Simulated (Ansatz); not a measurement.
An Ansatz (a first-principles code) input (r2SCAN in Ansatz (plane waves to 500 eV, PAW, no spin-orbit coupling)):

Ansatz 0.2 input:
```yaml
crystal:
  lattice:
    - [4.647671589, 0, 0]
    - [0, 6.5728001946, 0]
    - [0, 0, 15]
  atoms:
    - { symbol: Te, position: [0.75, 0.5, 0.5] }
    - { symbol: Hg, position: [0.25, 0.25, 0.5] }
basis: { ecutwfc: 500, ecutrho_ratio: 4, xc_grid: 4, fft_grid_basis: typed }
kpoints: { mp_grid: { grid: [10, 7, 1] } }
hamiltonian:
  xc: r2scan
  dispersion: none
  pseudopotentials: { kind: paw }
scf: { occupations: { method: fermi_dirac, width: 0.05 }, convergence: { dr2_threshold: 0.0000000002 } }
relax: { f_tol: 0.01, max_steps: 50 }
output: { forces: true, stress: true }
checkpoint: { write: state.ck, write_every: 1000 }
```

Task: Which symmetry and how many k-points will the program report, and about how many plane waves at Γ?

Result: Space group Pmm2 (ITA 25) with 4 operations, k-points 24 of 70, and 11629 plane waves at Γ.

Whether these cells are dynamically stable was not tested. The cell was made from HgTe in the zinc blende structure (space group F-43m, No. 216) by this change: a free-standing slab of 1 layer (2 atoms, 2 a layer) is cut normal to [110], with 15 Å of vacuum and the in-plane cell held at bulk.
